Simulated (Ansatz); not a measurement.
CdTe (F-43m), r2SCAN with spin-orbit coupling, rigid bands run with Ansatz (an electronic-structure program): band gap 0.91 eV, N_c = 6.79e17 cm⁻³ and N_v = 2.02e19 cm⁻³ at 300 K, conductivity masses of 0.0941 mₑ (electrons) and 0.570 mₑ (holes). Take k_BT = 0.02585 eV.

Question: What thermal injection velocity √(2k_BT/πm) limits a ballistic channel?

Answer: 1.75e7 cm/s for electrons and 7.13e6 cm/s for holes, a ratio of √(m_h/m_e) = 2.46, for dilute carriers.

Question: A film of it is 5 nm thick. Estimate the confinement energies in an infinite well.

Answer: ħ²π²/(2m t²) = 0.376 eV·nm²/(m/mₑ × t²) gives 160 meV for electrons and 26.4 meV for holes, so the gap would widen to about 1.10 eV. Finite barriers and nonparabolic bands lower this, and with several valleys or bands the heaviest mass along the normal sets the lowest level, not this average.

Question: Find the intrinsic carrier density and the intrinsic Fermi level.

Answer: n_i = √(N_c N_v) exp(−E_g/2k_BT) = 3.70e18 × exp(−17.60) = 8.4e10 cm⁻³. The level lies (k_BT/2) ln(N_v/N_c) = 44 meV from mid-gap (positive towards the conduction band). Each 0.1 eV added to the gap lowers n_i by a factor of 6.9.

Rigid, parabolic bands with the computed gap; masses take one relaxation time for all states.
